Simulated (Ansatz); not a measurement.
BN: uniaxial strain ε_yy = −3.68 %

The reference is BN in the h-BN type structure (space group P6_3/mmc, No. 194; a = 2.500 Å, c = 6.525 Å; layered, stacked along the Cartesian z axis). Axes: x lies along a and z along c of the hexagonal cell.

It is then changed as follows: the cell is compressed by 3.68 % along y with no lateral relaxation; the atoms relax in the strained cell.

Computed with r2SCAN+rVV10, PAW, 500 eV (Ansatz, a program for electronic structure; no spin-orbit coupling), earlier PAW set. k-mesh 15×15×5 (Γ-centred); smearing 0.05 eV (Fermi–Dirac).

- Volume per atom = 8.50 Å³ (base 8.83 Å³)
- Space group = Cmcm (No. 63) (base P6_3/mmc (No. 194))
- Shortest interatomic distance = 140.3 pm (base 144.3 pm)
- Energy relative to the base (free energy F) = +37 meV/atom
- Pressure (mean of the normal stresses, compression positive) = 15.39 GPa (base 0.00 GPa)
- Band gap = 4.70 eV (an upper bound: an edge found on the path is not a true extremum; the changed cell) (base 4.74 eV)
- Largest internal atomic displacement = 0.038 Å
- Stress (xx, yy, zz, yz, xz, xy; compression positive) = (9.01, 37.15, 0.00, 0.00, 0.00, 0.00) GPa

Cost of the whole job for the changed cell (relaxation, final SCF and bands): about 90 core-seconds (a rough figure).

Stability against distortions was not tested.
